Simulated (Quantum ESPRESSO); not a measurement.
Worked example: self-consistent single point of Ta3Ru (P1, 4 atoms in the cell) in Quantum ESPRESSO.

Method: PBEsol, GBRV 1.5 ultrasoft (PBESOL) pseudopotentials (plane waves; Quantum ESPRESSO 7.5).

The change in words: atoms moved at random. Reference geometry:
```
CELL_PARAMETERS angstrom
      0.00000     3.24822     3.24822
      3.24822     0.00000     3.24822
      3.24822     3.24822     0.00000
ATOMIC_POSITIONS crystal
  Ta 0.25000 0.25000 0.25000
  Ta 0.75000 0.75000 0.75000
  Ta 0.50000 0.50000 0.50000
  Ru 0.00000 0.00000 0.00000
```

Reference input (self-consistent single point, DFT, PBEsol, plane waves, GBRV 1.5 ultrasoft (PBESOL) pseudopotentials): ecutwfc = 40 Ry; ecutrho = 320 Ry; occupations = smearing; smearing = fd; degauss = 0.0036749 Ry; potentials = {Ta: ta_pbesol_v1.uspp.F.UPF, Ru: ru_pbesol_v1.2.uspp.F.UPF}; K_POINTS = automatic 9 9 9 0 0 0; conv_thr = 1e-10 Ry; mixing_beta = 0.5. This run's input differs from it in these lines:

```diff
@@ -29,6 +29,6 @@
 ATOMIC_POSITIONS {bohr}
-Ta    3.06911837    3.06911837    3.06911837
-Ta    9.20735512    9.20735512    9.20735512
-Ta    6.13823674    6.13823674    6.13823674
-Ru    0.00000000    0.00000000    0.00000000
+Ta    3.02204423    3.09311274    3.15230376
+Ta    9.16262578    9.18973224    9.15562206
+Ta    6.14621645    6.09247619    6.19426043
+Ru    0.08381762    0.03938293   -0.08748829
 K_POINTS {automatic}
```

The program printed (abridged):

```
     Self-consistent Calculation

     iteration #  1     ecut=    40.00 Ry     beta= 0.50

     Threshold (ethr) on eigenvalues was too large:
     Diagonalizing with lowered threshold

     negative rho (up, down):  3.586E-01 0.000E+00

     total energy              =    -619.44892473 Ry
     estimated scf accuracy    <       0.53852632 Ry

     iteration #  2     ecut=    40.00 Ry     beta= 0.50

     negative rho (up, down):  3.592E-01 0.000E+00

     total energy              =    -619.35910116 Ry
     estimated scf accuracy    <       0.78688155 Ry

     iteration #  3     ecut=    40.00 Ry     beta= 0.50

     negative rho (up, down):  3.625E-01 0.000E+00

     total energy              =    -619.49155698 Ry
     estimated scf accuracy    <       0.62884400 Ry

   [... 9 blocks of this kind left out ...]

     iteration # 13     ecut=    40.00 Ry     beta= 0.50

     negative rho (up, down):  3.651E-01 0.000E+00

     total energy              =    -619.55034708 Ry
     estimated scf accuracy    <          2.0E-10 Ry

     iteration # 14     ecut=    40.00 Ry     beta= 0.50

     negative rho (up, down):  3.651E-01 0.000E+00
     End of self-consistent calculation

     Number of k-points >= 100: set verbosity='high' to print the bands.

     the Fermi energy is    19.3292 ev

!    total energy              =    -619.55034708 Ry
     estimated scf accuracy    <          6.1E-11 Ry
     smearing contrib. (-TS)   =      -0.00147809 Ry
     internal energy E=F+TS    =    -619.54886900 Ry

     convergence has been achieved in  14 iterations

     negative rho (up, down):  3.651E-01 0.000E+00

     Forces acting on atoms (cartesian axes, Ry/au):

     atom    1 type  1   force =     0.01361569   -0.01015346   -0.02054637
     atom    2 type  1   force =     0.01312585    0.00304798    0.01872330
     atom    3 type  1   force =    -0.00695082    0.01675238   -0.02005189
     atom    4 type  2   force =    -0.01979072   -0.00964690    0.02187497

     Total force =     0.054195     Total SCF correction =     0.000002

     negative rho (up, down):  3.651E-01 0.000E+00
          total   stress  (Ry/bohr**3)                   (kbar)     P=     -115.84
  -0.00080148   0.00002634   0.00001512         -117.90        3.88        2.22
   0.00002634  -0.00078960   0.00000098            3.88     -116.15        0.14
   0.00001512   0.00000098  -0.00077141            2.22        0.14     -113.48

   JOB DONE.
```

The run converged in 14 iterations. Against the reference run the free energy goes up by 17.3 meV/atom, the pressure goes from -12.19 to -11.58 GPa and the largest force goes from 0.000 to 0.798 eV/Å. The full log also holds: “c_bands:  1 eigenvalues not converged”.

The starting cell comes from a database of computed structures (which also holds hypothetical and non-ambient phases and stackings), without a prior relaxation at this level. Its lattice was rescaled by a random factor within 2.5 % of one. For this run, on top of that: atoms moved at random. Spin-orbit coupling is off. Spin polarisation is off. With a pressure of about -12 GPa the cell is away from its equilibrium volume at this level.

Cost on one core of a shared machine: roughly 6 min.
